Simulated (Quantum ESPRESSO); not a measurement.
## Parameter sweep on TiB₂ (P6/mmm, 3 atoms in the cell)

```
TiB2
1.0
    2.95119     0.00000     0.00000
   -1.47559     2.55580     0.00000
    0.00000     0.00000     3.14902
Ti B
1 2
Direct
  0.00000   0.00000   0.00000
  0.33333   0.66667   0.50000
  0.66667   0.33333   0.50000
```

Base run A: PBE, SSSP 1.1.2 efficiency (PBE) pseudopotentials in Quantum ESPRESSO, self-consistent single point.

Its settings: ecutwfc = 50 Ry; ecutrho = 400 Ry; occupations = smearing; smearing = methfessel-paxton; degauss = 0.0073499 Ry; potentials = {Ti: ti_pbe_v1.4.uspp.F.UPF, B: b_pbe_v1.4.uspp.F.UPF}; K_POINTS = automatic 10 10 8 0 0 0; conv_thr = 1e-10 Ry.

The starting cell comes from a database of computed structures (which also holds hypothetical and non-ambient phases and stackings), without a prior relaxation at this level. Its lattice was rescaled by a random factor within 2.5 % of one. Spin polarisation is off. In the base run, with a pressure of about 23 GPa the cell is away from its equilibrium volume at this level.

ΔF is the free energy per atom less that of run A. 

Runs:
- B: lattice scaled by 0.97
- C: lattice scaled by 0.97; ecutwfc: 50 Ry → 30 Ry; ecutrho: 400 Ry → 240 Ry
- D: lattice scaled by 0.985
- E: lattice scaled by 0.985; ecutwfc: 50 Ry → 30 Ry; ecutrho: 400 Ry → 240 Ry
- F: lattice scaled by 1.015
- G: lattice scaled by 1.015; ecutwfc: 50 Ry → 30 Ry; ecutrho: 400 Ry → 240 Ry
- H: lattice scaled by 1.03
- I: lattice scaled by 1.03; ecutwfc: 50 Ry → 30 Ry; ecutrho: 400 Ry → 240 Ry
- J: ecutwfc: 50 Ry → 30 Ry; ecutrho: 400 Ry → 240 Ry

| run | ΔF (meV/atom) | pressure (GPa) |
|---|---|---|
| A | 0.00 | 22.87 |
| B | 172.5 | 59.30 |
| C | 189.3 | 56.84 |
| D | 68.0 | 39.52 |
| E | 85.1 | 37.10 |
| F | -35.5 | 8.89 |
| G | -18.5 | 6.63 |
| H | -42.4 | -2.79 |
| I | -25.8 | -4.90 |
| J | 17.2 | 20.50 |

Run J against A: The free energy rises by 17.2 meV/atom and the pressure goes from 22.87 to 20.50 GPa.

Run G against A: The free energy drops by 18.5 meV/atom and the pressure goes from 22.87 to 6.63 GPa.
